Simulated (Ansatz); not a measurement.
# Element substitutions in CaF2

Base system: CaF$_{2}$ (space group Pmc2_1, No. 26; a = 3.470 Å, b = 4.105 Å, c = 5.876 Å; a cell from a computed database, its experimental status unchecked).

Each row replaces one element on all its sites; cell and atoms are relaxed.

Levels (all Ansatz, a first-principles code, PAW): PBEsol (420 eV, no spin-orbit coupling); HSE06 (420 eV, scalar-relativistic without spin-orbit coupling).

Band gaps by level, all at the geometries relaxed with PBEsol:

```json
[
 {"case": "base", "PBEsol": "6.32 eV", "HSE06": "8.63 eV"},
 {"case": "F → Br", "PBEsol": "3.06 eV", "HSE06": "4.42 eV"},
 {"case": "Ca → Ba", "PBEsol": "5.91 eV", "HSE06": "7.96 eV"}
]
```

Single points use the geometry relaxed with PBEsol. HSE06 was sampled on its mesh, a few special points and the semilocal edge points, so its gap is an upper bound. Stability against distortions was not tested. As relaxed here, CaBr2 and BaF2 are hypothetical phases, not in the database extracts checked.
